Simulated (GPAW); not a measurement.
Input and output of a self-consistent single point for Ba2RuN2 (I4/mmm, 5 atoms in the cell) (GPAW).

Level of theory: PBEsol, GPAW PAW datasets PBEsol (made by gpaw-setup) (plane waves; GPAW).

```xyz
5
Lattice="-2.0998 2.0998 6.6086 2.0998 -2.0998 6.6086 2.0998 2.0998 -6.6086" Properties=species:S:1:pos:R:3 pbc="T T T"
Ba     0.0000     0.0000     1.8373
Ba     0.0000     0.0000    11.3798
Ru     0.0000     0.0000     6.6086
N      0.0000     0.0000     8.4320
N      0.0000     0.0000     4.7851
```

Reference input (self-consistent single point, DFT LDA (Perdew-Wang 92), plane waves, GPAW PAW datasets LDA (gpaw-data 1.0.1)): mode = pw; ecut = 950 eV; xc = LDA; kpts = 6 6 6; mesh shift (steps) = 0 0 0; occupations.name = fermi-dirac; occupations.width = 0.05 eV; nbands = -8; convergence.density = 1e-05 e/electron; convergence.bands = -6; symmetry.symmorphic = false; symmetry.tolerance = 0.0005. This run's input differs from it in these lines:

```diff
@@ -16,7 +16,7 @@
 calc = GPAW(mode={'name': 'pw', 'ecut': 950},
-            xc='LDA',
+            xc='PBEsol',
             kpts={'size': (6, 6, 6), 'gamma': True},
             occupations={'name': 'fermi-dirac', 'width': 0.05},
-            nbands=-8,
-            convergence={'density': 1e-05, 'bands': -6},
+            nbands=-13,
+            convergence={'density': 1e-05},
             symmetry={'symmorphic': False, 'tolerance': 0.0005},
```

Its files differ too (potentials: GPAW PAW datasets PBEsol (made by gpaw-setup)).

The program printed (abridged):

```
     iter     time        total  log10-change:
                         energy   eigst   dens
iter:   1 --:--:--   -38.684054
iter:   2 --:--:--   -36.796404   -1.00  -0.99
iter:   3 --:--:--   -34.566471   -1.04  -1.07
iter:   4 --:--:--   -34.304865   -2.01  -1.27
iter:   5 --:--:--   -34.575565   -1.63  -1.38
iter:   6 --:--:--   -34.342342   -3.10  -1.44
iter:   7 --:--:--   -33.973508   -1.51  -1.52
iter:   8 --:--:--   -33.935255   -2.82  -1.96
iter:   9 --:--:--   -33.921343   -3.90  -2.17
iter:  10 --:--:--   -33.918895c  -4.83  -2.20
iter:  11 --:--:--   -33.902499c  -3.21  -2.20
iter:  12 --:--:--   -33.901976c  -3.78  -2.47
   [... lines left out ...]
iter:  21 --:--:--   -33.900281c  -6.10  -3.43
iter:  22 --:--:--   -33.900278c  -7.35  -3.68
iter:  23 --:--:--   -33.900273c  -6.40  -3.74
iter:  24 --:--:--   -33.900274c  -7.44c -4.07
iter:  25 --:--:--   -33.900277c  -6.93  -4.20
iter:  26 --:--:--   -33.900277c  -8.28c -4.40
iter:  27 --:--:--   -33.900276c  -8.52c -4.48
iter:  28 --:--:--   -33.900276c  -8.99c -4.56
iter:  29 --:--:--   -33.900276c  -8.49c -4.60
iter:  30 --:--:--   -33.900275c  -8.20c -4.70
iter:  31 --:--:--   -33.900275c  -9.25c -4.91
iter:  32 --:--:--   -33.900275c  -9.47c -4.97
iter:  33 --:--:--   -33.900275c  -9.08c -5.07c
Converged after 33 iterations.

Dipole moment: (0.000000, -0.000000, 0.000000) |e|*Ang

Energy contributions relative to reference atoms: (reference = -568515.434979)

Kinetic:         +7.733783
Potential:      -10.173514
External:        +0.000000
XC:             -31.293932
Entropy (-ST):   -0.004656
Local:           -0.164284
SIC:             +0.000000
--------------------------
Free energy:    -33.902603
Extrapolated:   -33.900275

Showing only first 2 kpts
 Kpt  Band  Eigenvalues  Occupancy
  0    21      6.13253    2.00000
  0    22      6.69250    2.00000
  0    23      8.59333    0.00000
  0    24      8.70076    0.00000

  1    21      6.35653    2.00000
  1    22      6.61646    2.00000
  1    23      8.24435    0.00008
  1    24      8.58427    0.00000

Fermi level: 7.73571

Gap: 0.078 eV
Transition (v -> c):
   [... lines left out ...]
Energy (eV): -33.900275

Forces in eV/Ang:
  0 Ba    0.00000    0.00000   -0.05823
  1 Ba    0.00000   -0.00000    0.05823
  2 Ru    0.00000    0.00000   -0.00000
  3 N     0.00000   -0.00000   -0.65446
  4 N     0.00000   -0.00000    0.65446

Stress tensor:
     0.018688     0.000000    -0.000000
     0.000000     0.018688    -0.000000
    -0.000000    -0.000000     0.038303
Stress (GPa, Voigt): [ 2.9942  2.9942  6.1368 -0.     -0.      0.    ]
```

The run converged in 33 iterations. GPAW prints stress with tension positive. Against the reference run the largest force goes from 1.116 to 0.654 eV/Å.

At such cutoffs GPAW's stress carries a finite-basis (Pulay) error, which enters relaxed cells too; its log prints stress with tension positive.

The starting cell comes from a database of computed structures (which also holds hypothetical and non-ambient phases and stackings), without a prior relaxation at this level. Spin polarisation is off. The log's line on a gap gives a spacing of levels on this mesh, which the program prints for metals too.

Cost on one core of a shared machine: roughly 7 min.
